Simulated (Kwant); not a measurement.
System: wire with a row of barriers in a CdTe two-dimensional gas. Effective mass 0.096 mₑ, grid spacing 4.2 nm, hard walls, nominal width 100 nm (23 grid rows, so walls 100.8 nm apart), one parabolic valley, scattering region 420 nm long along x; energies count from the band bottom; Fermi energy swept from 0.00031336 to 0.0037211 eV. 3 barrier(s) across the wire, height 0.053 eV, thickness 16.8 nm (about 4 grid columns), spaced by 33.6 nm.

Constants are typed, rounded textbook-type inputs, not results; the design itself was drawn at random and stands for no fabricated device.

Model: effective-mass tight-binding model on a square grid, one spin, coherent transport at 0 K (Kwant). Conductance is in e²/h.

Q: How many channels do the leads carry at E = 1.84, 2.82 meV?

A: The hard-wall thresholds are n² ħ²π²/(2mW²) = n² × 0.386 meV with W = 100.8 nm. √(1.84/0.386) = 2.18, so 2. √(2.82/0.386) = 2.71, so 2.
